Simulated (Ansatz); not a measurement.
The parent structure is PbSe in the rock salt structure (space group Fm-3m, No. 225).

```
CELL_PARAMETERS angstrom
      0.00000     3.08888     3.08888
      3.08888     0.00000     3.08888
      3.08888     3.08888     0.00000
ATOMIC_POSITIONS crystal
  Se 0.00000 0.00000 0.00000
  Pb 0.50000 0.50000 0.50000
```

Cartesian axes are those of the cell as printed.

Calculations: r2SCAN/PAW in Ansatz (a quantum-chemistry and plane-wave program), no spin-orbit coupling.

Strains are applied to the cell and any free atomic positions relax; under biaxial strain the out-of-plane vector relaxes too.

One change was made to it. Results:

| quantity | base | after |
|---|---|---|
| energy relative to the base (free energy F) | 0 meV/atom | +22 meV/atom |
| shortest interatomic distance | 3.089 Å | 3.052 Å |
| band gap | 0.66 eV | zero |

### Question
Which of these changes matches the shifts?
(A) isotropic strain −1.99 %
(B) biaxial strain −3.89 %, plane normal [111], relaxed out of plane
(C) isotropic strain −4.54 %
(D) biaxial strain +0.67 %, plane normal [111], relaxed out of plane

### Answer
B, biaxial strain −3.89 %, plane normal [111], relaxed out of plane. For comparison, the band gap in the other runs: isotropic strain −1.99 % gives 0.45 eV; isotropic strain −4.54 % gives 0.11 eV; biaxial strain +0.67 %, plane normal [111], relaxed out of plane gives 0.60 eV.

A case with no gap was solved on a k-mesh chosen for an insulator, which is coarse for it. With Pb present, leaving out spin-orbit coupling can change the band edges. Stability against distortions was not tested. The final runs are not spin-polarised. A zero or small gap of PbSe under biaxial strain −3.89 %, plane normal [111], relaxed out of plane and PbSe under isotropic strain −4.54 % can be the functional's error rather than a property of the material.
